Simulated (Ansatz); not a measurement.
Structures of equal composition on the (0001) surface of wurtzite CdSe (Cd plane on top): 2x2 cell from a buckled start; relaxed from the ideal Cd-terminated 1x1. The slabs share one bottom face, and each structure is named by its start. These are constructed structures in small cells; real faces may alloy, dewet or reconstruct in larger ones, and not all known structures of the face are among them. Slabs of about 15 Å with all that they carry, Fermi-Dirac smearing of 0.025 eV. Bottom of the slabs: H caps. Relaxed from the named starts with such symmetry as they have, on meshes of like density; energies extrapolated to zero smearing; no spin-orbit coupling, no U. Spin-polarised runs, if any, are marked in brackets, and their order is one that fits the cell; the others ran without spin. Where a second, spin-polarised start was run, the lower counts.

Host crystal: wurtzite CdSe, with a band gap (PBE, scalar-relativistic without spin-orbit coupling).

Computed with PBE (plane waves to 420 eV, PAW; Ansatz, an electronic-structure program).

Task: Put the candidates in order of energy per 1x1 cell, lowest first, for PBE.

Result: 2x2 cell from a buckled start (0.000 eV (3 Cd–Se bonds broke), gap 0.78 eV on the mesh), relaxed from the ideal Cd-terminated 1x1 (0.267 eV, no gap over 0.04 eV on the mesh)
